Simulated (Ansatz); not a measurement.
cubic ZrO2 (1 1 1) on zinc-blende GaAs (1 1 1) (film strained to the substrate, started from cuts of the bulks and a machine-learned relaxation)

A periodic stack without vacuum, cubic ZrO2 (1 1 1) on zinc-blende GaAs (1 1 1) (film strained to the substrate, started from cuts of the bulks and a machine-learned relaxation): substrate slab As12Ga12, film O32Zr16, surface cells [[1, 1], [-2, 1]] and [[0, -2], [2, 0]], film strained by -2.7 and -2.7 %, outermost planes As/Ga and O/O as cut, which need not be the usual terminations and can put a slab off its formula.

The start was prepared with a machine-learned potential, and the result is one local minimum, with the in-plane cell held and forces under 0.04 eV/Å; the film can end far from its bulk form.

All values below come from PBE (plane waves to 420 eV, PAW; Ansatz, a quantum-chemistry and plane-wave program). Spin–orbit coupling is left out; the runs are not spin-polarised; PBE gaps are too small against experiment. Its k-point mesh 4×4×1, Fermi–Dirac width 0.05 eV.

interface area: 42.9 Å²
period: 28.55 Å
gaps between the outermost planes at the two interfaces: 1.64 and 2.58 Å
Ga–Zr contacts across the interfaces within 1.22 times the sum of covalent radii: 2, mean 3.17 Å
As–Zr contacts across the interfaces within 1.22 times the sum of covalent radii: 1, mean 3.12 Å
Ga–O contacts across the interfaces within 1.22 times the sum of covalent radii: 1, mean 1.93 Å
two interfaces: unlike, so that offsets are their mean

```
CELL_PARAMETERS angstrom
      7.03668    -0.00013    -0.06900
     -3.51823     6.09430     0.02248
     -3.78313     1.65557    28.58697
ATOMIC_POSITIONS crystal
  As 0.85002 0.36052 0.05978
  As 0.65468 0.95217 0.06207
  As 0.44582 0.15263 0.06155
  As 0.37820 0.47774 0.16995
  As 0.04552 0.81181 0.17053
  As 0.72112 0.14369 0.18490
  As 0.76479 0.45459 0.28934
  As 0.42768 0.77491 0.29195
  As 0.10580 0.11252 0.29169
  As 0.14725 0.41962 0.40906
  As 0.82317 0.75737 0.41072
  As 0.49067 0.08368 0.41391
  Ga 0.70197 0.84144 0.14618
  Ga 0.38974 0.14968 0.14581
  Ga 0.01333 0.46514 0.14478
  Ga 0.08819 0.79048 0.25819
  Ga 0.75692 0.11939 0.26903
  Ga 0.41416 0.45586 0.25782
  Ga 0.47303 0.76363 0.37891
  Ga 0.14882 0.10066 0.37835
  Ga 0.78307 0.42699 0.37455
  Ga 0.66963 0.57796 0.48853
  Ga 0.83973 0.31505 0.47427
  Ga 0.26100 0.23221 0.48496
  O  0.77347 0.73135 0.54591
  O  0.26976 0.79403 0.56647
  O  0.77363 0.33247 0.57763
  O  0.28344 0.36586 0.56664
  O  0.97513 0.69208 0.62772
  O  0.49563 0.67103 0.62915
  O  0.92170 0.07906 0.60486
  O  0.41024 0.12647 0.61732
  O  0.12815 0.42097 0.67003
  O  0.64075 0.43238 0.67574
  O  0.17516 0.01072 0.69251
  O  0.67851 0.02609 0.67936
  O  0.37386 0.34452 0.74411
  O  0.88377 0.34508 0.74229
  O  0.33213 0.76652 0.72329
  O  0.82139 0.77320 0.72752
  O  0.52897 0.08999 0.78712
  O  0.02898 0.09728 0.78936
  O  0.56906 0.67409 0.80360
  O  0.08079 0.67748 0.80139
  O  0.77859 0.00936 0.85771
  O  0.26877 0.00440 0.85780
  O  0.72569 0.43161 0.83789
  O  0.22350 0.42805 0.84828
  O  0.92046 0.74972 0.90269
  O  0.43172 0.77017 0.90170
  O  0.96005 0.33726 0.91574
  O  0.48160 0.34199 0.91228
  O  0.16764 0.65948 0.96927
  O  0.66288 0.65652 0.96942
  O  0.12580 0.10008 0.95688
  O  0.62394 0.09749 0.96004
  Zr 0.11203 0.47275 0.59826
  Zr 0.61021 0.47523 0.60108
  Zr 0.09870 0.97769 0.57714
  Zr 0.59234 0.99350 0.60408
  Zr 0.49881 0.12853 0.71570
  Zr 0.00266 0.13247 0.71743
  Zr 0.49952 0.63196 0.70253
  Zr 0.99991 0.65304 0.70024
  Zr 0.89886 0.78898 0.83187
  Zr 0.40152 0.79774 0.83025
  Zr 0.90234 0.30970 0.81649
  Zr 0.39915 0.30984 0.82070
  Zr 0.28952 0.45416 0.93476
  Zr 0.80339 0.46502 0.95196
  Zr 0.29442 0.96079 0.93335
  Zr 0.79115 0.96467 0.93236
```
